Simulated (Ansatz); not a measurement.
System: NbSi2 (model structure, started from the AlB2 type, P6/mmm, No. 191, 3 atoms in the cell). Method: r²SCAN (Ansatz, a quantum-chemistry and plane-wave program, plane waves, PAW).

Settings: plane-wave cutoff 560 eV, 18×18×12 k mesh (along the axes of the cell as run), Fermi–Dirac smearing 0.05 eV, no spin polarisation, scalar-relativistic PAW data made under PBE.

Cell (relaxed at this level):

```cif
data_NbSi2
_chemical_formula_sum 'Nb1 Si2'
_space_group_name_H-M_alt 'P 1'
_space_group_IT_number 1
_cell_length_a 4.37968
_cell_length_b 4.37968
_cell_length_c 2.63490
_cell_angle_alpha 90.000
_cell_angle_beta 90.000
_cell_angle_gamma 120.000
loop_
_space_group_symop_operation_xyz
  'x, y, z'
loop_
_atom_site_label
_atom_site_type_symbol
_atom_site_fract_x
_atom_site_fract_y
_atom_site_fract_z
_atom_site_occupancy
Nb1 Nb 0.00000 0.00000 0.00000 1
Si1 Si 0.33333 0.66667 0.50000 1
Si2 Si 0.66667 0.33333 0.50000 1
```

Give the computed bulk modulus B0.


* **bulk modulus B0**: 159 GPa

Note: the run has no spin polarisation, so it can have missed a magnetic state; the bulk modulus is −V dP/dV from two relaxed cells at ±2 % in volume; the relaxation could raise the start's symmetry but not lower it, so the cell can be a saddle point.

The computed numbers hold no vibrational or temperature effects.

Computing time: around 5 core-minutes (rough).

A model structure was made by putting elements into a prototype or built by hand; it is no filed structure, need not be a known phase, and can be a saddle point held by its symmetry.
